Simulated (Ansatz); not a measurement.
InP (model structure), treated with HSE06 in Ansatz (PAW).

Run with plane-wave cutoff 520 eV, 6×6×4 k mesh (along the axes of the cell as run), Fermi–Dirac smearing 0.03 eV, scalar-relativistic PAW data made under PBE.

Starting structure:

```xyz
6
Lattice="4.1627 0.0000 0.0000 -2.0813 3.6050 0.0000 0.0000 0.0000 9.4511" Properties=species:S:1:pos:R:3 pbc="T T T"
In    -1.0274     1.7795     6.3007
In     1.0539     1.8255     0.0000
In     2.0548     0.0000     3.1504
P     -1.0347     1.7921     1.5752
P      1.0467     1.8129     4.7256
P      2.0694     0.0000     7.8759
```

Question: Into what structure does the relaxation of cell and atoms lead at this level, with the symmetry of the start kept?

Answer: The volume shrinks by 3.0 %; final space group P6_422.
```xyz
6
Lattice="4.1308 0.0000 0.0000 -2.0654 3.5774 0.0000 0.0000 0.0000 9.3072" Properties=species:S:1:pos:R:3 pbc="T T T"
In    -1.0325     1.7884     6.2048
In     1.0329     1.7890     0.0000
In     2.0650     0.0000     3.1024
P     -1.0326     1.7885     1.5512
P      1.0328     1.7889     4.6536
P      2.0652     0.0000     7.7560
```

A model structure was made by putting elements into a prototype or built by hand; it is no filed structure, need not be a known phase, and can be a saddle point held by its symmetry.

Ansatz is a first-principles code.
